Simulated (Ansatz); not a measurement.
Consider ZrSiS (space group P4/nmm, No. 129; a = 3.519 Å, c = 8.029 Å). Axes: x, y, z lie along a, b, c of the conventional cell.

Computed with PBEsol, PAW, 420 eV (Ansatz, a first-principles code; spin-orbit coupling left out).

Before the change:

| Property | Result |
|---|---|
| Volume per atom | 16.57 Å³ |

It is then changed as follows: uniaxial stress, 0.5 GPa compression along z, with the cell and atoms free to relax against it.

Predict the new volume per atom and energy relative to the base.

The volume per atom drops by 0.02 Å³ to 16.55 Å³; the energy hardly moves.

Without a gap, meshes like the base's 13×13×6 leave anisotropic stresses uncertain by several tenths of a GPa, and small strain energies with them. Load acts through the strain it causes; cell and atoms are relaxed under it. Stability under load was not tested beyond the relaxation. The final runs are not spin-polarised.
